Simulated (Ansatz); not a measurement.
Cost and result by functional for the surface energy of the (20-21) surface of hcp Re in its 1x1 cell, outermost plane spacing 0.19 Å in the ideal cut, in Ansatz (plane waves, PAW). Single points on the PBE structure, on one kind of machine; costs are rough ratios of the slab run's core time (references not counted) to the cheapest single point. r2SCAN's cost holds its higher cutoff (500 against 420 eV). Differences are taken against r2SCAN for comparison alone: no measured value is at hand, so the table doesn't rank accuracy.

Set-up: 20 atoms, 10.6 Å thick at the start; mesh 14x4x1; 0.1 eV smearing; dipole correction on; all atoms relaxed; held to the part of the start's symmetry that mesh and held atoms allow; no spin, no spin-orbit, no U. These notes are the PBE run's.

| functional | relative cost | surface energy (J/m²) | less r2SCAN (J/m²) |
|---|---|---|---|
| RPBE | 1 | 2.98 | -0.43 |
| PBEsol | 1 | 3.59 | 0.18 |
| LDA | 1 | 3.70 | 0.30 |
| r2SCAN | 2 | 3.41 | 0.00 |
| PBE (the relaxed run's value) | – | 3.19 | -0.22 |

The values span 0.72 J/m², while the single points' costs differ by a factor of roughly 2. Differences are of unrounded values.

Ansatz is a first-principles code.
